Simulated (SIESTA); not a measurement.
# SIESTA run on MgSbF₅ (C2/c, 14 atoms in the cell): self-consistent single point

Method of the run: GGA PBEsol, numerical atomic orbitals DZP, PseudoDojo PBEsol standard norm-conserving potentials (rewritten from UPF to PSML) in SIESTA.

This input was run:

```
# files in the folder: Mg.psml Sb.psml F.psml (PseudoDojo PBEsol standard)
SystemName  MgSbF5
SystemLabel siesta

NumberOfAtoms                14
NumberOfSpecies              3
%block ChemicalSpeciesLabel
  1 12 Mg
  2 51 Sb
  3 9 F
%endblock ChemicalSpeciesLabel
LatticeConstant              1.0 Ang
%block LatticeVectors
     4.613100000   -3.314860000    0.000000000
     4.613100000    3.314860000    0.000000000
    -3.803203000    0.000000000    7.350902000
%endblock LatticeVectors
AtomicCoordinatesFormat      Ang
%block AtomicCoordinatesAndAtomicSpecies
     3.662299250    0.081611853    1.837725500  1
     1.760697750   -0.081611853    5.513176500  1
     0.000000000    0.000000000    0.000000000  2
    -1.901601500    0.000000000    3.675451000  2
     1.760697750   -2.227387028    5.513176500  3
     3.662299250    2.227387028    1.837725500  3
    -0.011539183   -0.170781587    4.688552314  3
     5.434536183    0.170781587    2.662349686  3
     3.532934683   -0.170781587    6.337800686  3
     1.890062317    0.170781587    1.013101314  3
     1.192490966    1.239492451    6.855010151  3
     4.230506034   -1.239492451    0.495891849  3
     2.328904534    1.239492451    4.171342849  3
     3.094092466   -1.239492451    3.179559151  3
%endblock AtomicCoordinatesAndAtomicSpecies

XC.functional                GGA
XC.authors                   PBEsol
PAO.BasisSize                DZP
PAO.EnergyShift              0.01 Ry
MeshCutoff                   300 Ry
%block kgrid.MonkhorstPack
    3   0   0  0.0
    0   3   0  0.0
    0   0   3  0.0
%endblock kgrid.MonkhorstPack
OccupationFunction           FD
ElectronicTemperature        10 K

MaxSCFIterations             150
SCF.Mixer.Method             Pulay
SCF.Mixer.Weight             0.1
SCF.Mixer.History            8
SCF.DM.Tolerance             1.0E-04
Diag.ParallelOverK           true
WriteForces                  true
Charge.Mulliken              end
```

The program printed (abridged):

```
reinit: Reading from file input.fdf

reinit: System Name: MgSbF5
reinit: System Label: siesta

coor:   Atomic-coordinates input format  =     Cartesian coordinates
coor:                                          (in Angstroms)

siesta: Atomic coordinates (Bohr) and species
siesta:      6.92074   0.15422   3.47280  1        1
siesta:      3.32724  -0.15422  10.41839  1        2
siesta:      0.00000   0.00000   0.00000  2        3
siesta:     -3.59351   0.00000   6.94560  2        4
siesta:      3.32724  -4.20915  10.41839  3        5
siesta:      6.92074   4.20915   3.47280  3        6
siesta:     -0.02181  -0.32273   8.86008  3        7
siesta:     10.26979   0.32273   5.03111  3        8
siesta:      6.67628  -0.32273  11.97671  3        9
siesta:      3.57170   0.32273   1.91448  3       10
siesta:      2.25348   2.34230  12.95409  3       11
siesta:      7.99450  -2.34230   0.93710  3       12
siesta:      4.40099   2.34230   7.88270  3       13
siesta:      5.84699  -2.34230   6.00850  3       14

siesta: System type = bulk

initatomlists: Number of atoms, orbitals, and projectors:     14   184   210

siesta: ******************** Simulation parameters ****************************
redata: Spin configuration                          = none
redata: Time-Reversal Symmetry                      = T
redata: Number of Atomic Species                    =        3
redata: Mesh Cutoff                                 =   300.0000 Ry
redata: Net charge of the system                    =     0.0000 |e|
redata: Min. number of SCF Iter                     =        0
redata: Max. number of SCF Iter                     =      150
redata: SCF convergence failure will abort job
redata: SCF mix quantity                            = Hamiltonian
redata: Mix DM or H after convergence               =   F
redata: Recompute H after scf cycle                 =   F
redata: Mix DM in first SCF step                    =   T
   [... lines left out ...]
diag: Parallel distribution                         =     1 x     1
diag: Used triangular part                          = Lower
diag: Absolute tolerance                            =  0.100E-15
diag: Orthogonalization factor                      =  0.100E-05
diag: Memory factor                                 =  1.0000

superc: Internal auxiliary supercell:     5 x     5 x     3  =      75
superc: Number of atoms, orbitals, and projectors:   1050  13800  15750

                        Single-point calculation

superc: Internal auxiliary supercell:     5 x     5 x     3  =      75
superc: Number of atoms, orbitals, and projectors:   1050  13800  15750

outcell: Unit cell vectors (Ang):
        4.613100   -3.314860    0.000000
        4.613100    3.314860    0.000000
       -3.803203    0.000000    7.350902

outcell: Cell vector modules (Ang)   :    5.680580    5.680580    8.276480
outcell: Cell angles (23,13,12) (deg):    111.9111    111.9111     71.4002
outcell: Cell volume (Ang**3)        :    224.8168
new_DM -- step:     1
Initializing Density Matrix...

Attempting to read DM from file... Failed...
DM filled with atomic data:

InitMesh: MESH = 54 x 54 x 80 = 233280
InitMesh: Mesh cutoff (required, used) =   300.000   303.378 Ry

stepf: Fermi-Dirac step function
        iscf     Eharris(eV)        E_KS(eV)     FreeEng(eV)     dDmax    Ef(eV) dHmax(eV)
   scf:    1   -14859.657722   -14849.064508   -14849.064508  1.802716 -3.095640  7.651290
   scf:    2   -14853.021217   -14851.130641   -14851.130641  0.037680 -3.414766  6.274947
   scf:    3   -14854.772016   -14853.941867   -14853.941867  0.104175 -4.566102  2.430042
   scf:    4   -14853.523154   -14853.846438   -14853.846438  0.062573 -5.089358  1.698850
   scf:    5   -14854.047782   -14854.050768   -14854.050768  0.039753 -3.315925  0.405796
   scf:    6   -14854.077197   -14854.066456   -14854.066456  0.005381 -3.410326  0.107853
   scf:    7   -14854.069781   -14854.068623   -14854.068623  0.002736 -3.412164  0.029034
   scf:    8   -14854.068130   -14854.068536   -14854.068536  0.001396 -3.416836  0.034616
   scf:    9   -14854.068830   -14854.068725   -14854.068725  0.000753 -3.414078  0.007271
   scf:   10   -14854.068720   -14854.068723   -14854.068723  0.000081 -3.417443  0.006914
   scf:   11   -14854.068737   -14854.068733   -14854.068733  0.000226 -3.415216  0.000259
   scf:   12   -14854.068733   -14854.068733   -14854.068733  0.000005 -3.415169  0.000155
SCF Convergence by DM+H criterion
max |DM_out - DM_in|         :     0.0000048380
max |H_out - H_in|      (eV) :     0.0001552088
SCF cycle converged after 12 iterations

Using DM_out to compute the final energy and forces

siesta: E_KS(eV) =           -14854.0687

siesta: E_KS - E_eggbox =    -14854.0687

siesta: Atomic forces (eV/Ang):
     1   -0.000000    0.041279   -0.000000
     2    0.000000   -0.041279    0.000000
     3   -0.000000    0.000000   -0.000000
     4   -0.000000   -0.000000   -0.000000
     5    0.000000    0.233279   -0.000000
     6   -0.000000   -0.233279    0.000000
     7    0.259922   -0.082194    0.140956
     8   -0.259922    0.082194   -0.140956
     9   -0.259922   -0.082194   -0.140956
    10    0.259922    0.082194    0.140956
    11   -0.026722   -0.267617   -0.007117
    12    0.026722    0.267617    0.007117
    13    0.026722   -0.267617    0.007117
    14   -0.026722    0.267617   -0.007117
   Tot    0.000000   -0.000000   -0.000000
   Max    0.267617
   Res    0.136147    sqrt( Sum f_i^2 / 3N )
   Max    0.267617    constrained

Stress tensor Voigt[x,y,z,yz,xz,xy] (kbar):       44.92       46.16       42.51       -0.00        1.01        0.00
(Free)E + p*V (eV/cell)   -14860.3170
Target enthalpy (eV/cell)   -14854.0687

siesta: Program's energy decomposition (eV):
siesta: Ebs     =     -2761.900345
siesta: Eions   =     19293.505183
siesta: Ena     =      2668.699801
siesta: Ekin    =      9166.704495
siesta: Enl     =     -4313.559820
siesta: Eso     =         0.000000
siesta: Edftu   =         0.000000
siesta: DEna    =        38.129687
siesta: DUscf   =         4.734554
siesta: DUext   =         0.000000
siesta: Ex      =     -2929.698040
siesta: Ec      =      -195.574228
siesta: Exc     =     -3125.272268
siesta: Eharris =    -14854.068733
siesta: Etot    =    -14854.068733
siesta: FreeEng =    -14854.068733

siesta: Atomic forces (eV/Ang):
siesta:      1   -0.000000    0.041279   -0.000000
siesta:      2    0.000000   -0.041279    0.000000
siesta:      3   -0.000000    0.000000   -0.000000
siesta:      4   -0.000000   -0.000000   -0.000000
   [... lines left out ...]
siesta: Cell volume =        224.816762 Ang**3
siesta:         -44.52882736        -33.62955766  kBar
   [... lines left out ...]
               5dxz    5dx2-y2
   3 14.221   1.900   0.102   0.380   0.411   0.387   0.120   0.074   0.109
              2.000   2.000   1.999   1.996   1.994   0.172   0.141   0.139

              0.145   0.152
   4 14.221   1.900   0.102   0.380   0.411   0.387   0.120   0.074   0.109
              2.000   2.000   1.999   1.996   1.994   0.172   0.141   0.139

              0.145   0.152

Species: F
Atom  Qatom  Qorb
               2s      2s      2py     2pz     2px     2py     2pz     2px
               3Pdxy   3Pdyz   3Pdz2   3Pdxz   3Pdx2-y2
   5  7.292   1.840   0.031   1.941   1.862   1.969  -0.145  -0.098  -0.115
              0.001   0.003   0.001   0.002   0.001
   6  7.292   1.840   0.031   1.941   1.862   1.969  -0.145  -0.098  -0.115
   [... 17 lines left out ...]

mulliken: Qtot =      120.000

Mulliken Atomic Populations:
Atom #   charge [q] valence [e]  Species
     1     0.934290    9.065710  Mg
     2     0.934290    9.065710  Mg
     3     0.778797   14.221203  Sb
     4     0.778797   14.221203  Sb
     5    -0.291556    7.291556  F
     6    -0.291556    7.291556  F
     7    -0.350749    7.350749  F
     8    -0.350749    7.350749  F
     9    -0.350749    7.350749  F
    10    -0.350749    7.350749  F
    11    -0.360016    7.360016  F
    12    -0.360016    7.360016  F
    13    -0.360016    7.360016  F
    14    -0.360016    7.360016  F
 Total    -0.000000
```

The run converged in 12 iterations.

The starting cell comes from a database of computed structures (which also holds hypothetical and non-ambient phases and stackings), without a prior relaxation at this level. Values carry the incompleteness of an atom-centred basis. With a pressure of about -4 GPa the cell is away from its equilibrium volume at this level.
